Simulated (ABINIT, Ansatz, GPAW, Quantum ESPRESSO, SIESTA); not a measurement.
Sn2Pt (Fm-3m, 3 atoms in the cell) computed with different codes at matched settings

Self-consistent single point.

```yaml
crystal:
  lattice:
    - [0.00000, 3.24309, 3.24309]
    - [3.24309, 0.00000, 3.24309]
    - [3.24309, 3.24309, 0.00000]
  atoms:
    - { symbol: Sn, position: [0.75000, 0.75000, 0.75000] }
    - { symbol: Sn, position: [0.25000, 0.25000, 0.25000] }
    - { symbol: Pt, position: [0.00000, 0.00000, 0.00000] }
```

Shared settings, as Ansatz (a quantum-chemistry and plane-wave program) writes them: kpoints.mp_grid.grid = 4 4 4; scf.occupations.method = gaussian; scf.occupations.width = 0.02 Ry. Potentials and cutoffs stand in the table.

```csv
code,model,pressure (GPa),cutoff
Quantum ESPRESSO,"LDA (PZ), GBRV 1.5 ultrasoft (LDA) pseudopotentials",-4.58,40 Ry
GPAW,"LDA (Perdew-Wang 92), GPAW PAW datasets LDA (gpaw-data 1.0.1)",-4.82,550 eV
Ansatz,"LDA (PW92), PAW files made with PBE",-4.23,30.9 Ry
SIESTA,"LDA PW92, numerical atomic orbitals TZP, PseudoDojo LDA standard norm-conserving potentials (rewritten from UPF to PSML)",-4.12,grid 300 Ry
ABINIT,"LDA (PW92), norm-conserving pseudopotentials (PseudoDojo nc-sr-04 LDA standard)",-4.11,42 Ha
```

On Ansatz's run: spin-orbit coupling is off. Spin polarisation is off.

The spread over the programs that give each value: pressure within 0.71 GPa.

SIESTA uses small atom-centred bases, whose incompleteness enters pressures, forces and empty levels differently from a plane-wave cutoff. Ansatz's pressure is given at a fixed set of plane waves, as the other plane-wave codes print theirs. The same LDA comes in different parametrisations, which differ slightly.

On the base mesh (12 12 12) the same programs gave: Ansatz pressure -3.86 GPa; Quantum ESPRESSO pressure -4.20 GPa; ABINIT pressure -3.73 GPa; GPAW pressure -4.33 GPa; SIESTA pressure -3.70 GPa.

The values differ from the base mesh's, so the mesh still matters here: the table compares the programs at equal settings.

The starting cell comes from a database of computed structures (which also holds hypothetical and non-ambient phases and stackings), without a prior relaxation at this level.

Left out of this page: Elk and FLEUR (not drawn, or without a comparable value).

Keys are those of Ansatz 0.2.
